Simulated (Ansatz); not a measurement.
Structures of equal composition on the (111) surface of fcc Al: a pseudomorphic layer of Sc in the host's stacking; a pseudomorphic layer of Sc in the other hollow. The slabs share one bottom face, and each structure is named by its start. These are constructed structures in small cells; real faces may alloy, dewet or reconstruct in larger ones, and not all known structures of the face are among them. Slabs of about 12 Å, Fermi-Dirac smearing of 0.1 eV. Bottom of the slabs: a bare face, its two planes held. Relaxed from the named starts with such symmetry as they have, on meshes of like density; energies extrapolated to zero smearing; spin only where a row says so; no spin-orbit coupling, no U. Brackets mark spin-polarised runs, whose order is one that fits the cell.

Calculation: PBE (plane waves to 420 eV, PAW; Ansatz, a program for electronic structure).

Q: Put the candidates in order of energy per 1x1 cell, lowest first, for PBE.

A: a pseudomorphic layer of Sc in the other hollow (0.000 eV), a pseudomorphic layer of Sc in the host's stacking (0.029 eV)
